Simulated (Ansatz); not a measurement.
```yaml
crystal:
  lattice:
    - [20.00000, 0.00000, 0.00000]
    - [0.00000, 20.00000, 0.00000]
    - [0.00000, 0.00000, 8.24416]
  atoms:
    - { symbol: Sn, position: [0.35726, 0.50274, 0.51510] }
    - { symbol: Sn, position: [0.41914, 0.38982, 0.65481] }
    - { symbol: Sn, position: [0.44851, 0.42578, 0.97779] }
    - { symbol: Sn, position: [0.45017, 0.60887, 0.50021] }
    - { symbol: Sn, position: [0.48225, 0.64494, 0.82393] }
    - { symbol: Sn, position: [0.54216, 0.35176, 0.51509] }
    - { symbol: Sn, position: [0.53801, 0.53538, 0.99518] }
    - { symbol: Sn, position: [0.56569, 0.56928, 0.32503] }
    - { symbol: Sn, position: [0.62757, 0.46400, 0.50021] }
    - { symbol: Sn, position: [0.65651, 0.50265, 0.82393] }
    - { symbol: H, position: [0.29110, 0.52543, 0.63899] }
    - { symbol: H, position: [0.32441, 0.48477, 0.32615] }
    - { symbol: H, position: [0.36423, 0.32257, 0.65645] }
    - { symbol: H, position: [0.37594, 0.44656, 0.08074] }
    - { symbol: H, position: [0.48338, 0.35883, 0.08074] }
    - { symbol: H, position: [0.41334, 0.67693, 0.40429] }
    - { symbol: H, position: [0.53813, 0.71109, 0.82499] }
    - { symbol: H, position: [0.41034, 0.67301, 0.91941] }
    - { symbol: H, position: [0.57762, 0.29147, 0.63898] }
    - { symbol: H, position: [0.53112, 0.31598, 0.32615] }
    - { symbol: H, position: [0.62072, 0.63668, 0.32317] }
    - { symbol: H, position: [0.70162, 0.44152, 0.40428] }
    - { symbol: H, position: [0.71015, 0.57062, 0.82499] }
    - { symbol: H, position: [0.69839, 0.43781, 0.91941] }
```

Levels: PBE (plane waves to 420 eV, PAW; Ansatz, a quantum-chemistry and plane-wave program); PBE with spin-orbit coupling in Ansatz. Unmarked values and the geometry are of the first. Mesh 1×1×4. No spin polarisation. It repeats along c; a and b span vacuum. A model structure. Symmetry and one short period hold its shape; lower forms weren't sought. Values not marked SOC lack spin–orbit coupling.

Problem. Say what this body is, and give its properties.

Solution. H-capped Sn nanowire along [112], 10 atoms a period besides the caps. An idealised model, cut from the bulk lattice.
| Item | Value |
|---|---|
| largest distance between nuclei across the axis | 8.51 Å |
| energy over the bulk Sn and H2 molecule | +579 meV per atom other than the caps |
| PBE gap | 2.36 eV, direct at Γ |
| electron mass along the axis (PBE) | 0.73 mₑ |
| hole mass along the axis (PBE) | 0.35 mₑ |
| valence and conduction edges under the vacuum level (PBE) | 5.61 and 3.24 eV |
| PBE+SOC gap at this geometry | 2.32 eV |
